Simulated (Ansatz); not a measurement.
Consider the following.

```
CELL_PARAMETERS angstrom
      3.13672     0.00000     0.00000
     -1.56836     2.71648     0.00000
      0.00000     0.00000     5.02792
ATOMIC_POSITIONS crystal
  Al 0.33333 0.66667 0.99672
  Al 0.66667 0.33333 0.49672
  N  0.33333 0.66667 0.37828
  N  0.66667 0.33333 0.87828
```

Level of theory: PBE with spin-orbit coupling, rigid bands (plane waves, PAW; Ansatz, an electronic-structure program). Condition of this run: hydrostatic pressure of -4.5 GPa (compression positive) (the target of the relaxation). How the cell was made: cell and atoms relaxed with PBEsol, then loaded as said.

**Question.** What conductivity effective mass do dilute holes have at 300 K?

**Answer.** 3.7 (x), 3.7 (y), 0.43 (z) mₑ.

**Question.** Predict the electron conductivity mass (n e² τ/σ) at 300 K, by direction if it differs.

**Answer.** 0.30 (x), 0.30 (y), 0.29 (z) mₑ.

**Question.** And the band gap?

**Answer.** 3.98 eV at this level; semilocal functionals usually fall short of the measured gap.

Rigid bands, one relaxation time for all states, no polarons. Geometry: cell and atoms relaxed with PBEsol.
